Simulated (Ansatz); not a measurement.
## Ta: response to strain

Take Ta in the bcc (W type) structure (space group Im-3m, No. 229; a = 3.282 Å; relaxed with 0.1 eV smearing) as the base. Axes: x, y, z lie along the cube axes.

Strains are applied to the cell and any free atomic positions relax; under biaxial strain the out-of-plane vector relaxes too.

Computed with PBEsol (Ansatz, a program for electronic structure; PAW; 420 eV plane waves; no SOC).

```csv
"biaxial strain, plane normal [001], relaxed out of plane (%)",out-of-plane strain (%)
-3,3.79
-2.5,3.11
-2,2.45
-1.5,1.82
-1,1.20
-0.5,?
0,0.00
```

Problem. Fit ε⊥ = −νε + γε² (strains in %) to the rows shown and predict the withheld row.

Solution. Least squares on the printed values gives ν = 1.16 (the biaxial Poisson response) and γ = 0.034 (largest residual 0.01 %); this predicts 0.59 %, and the run gives 0.60 %, in agreement.

Stability against distortions was not tested. The final runs are not spin-polarised.
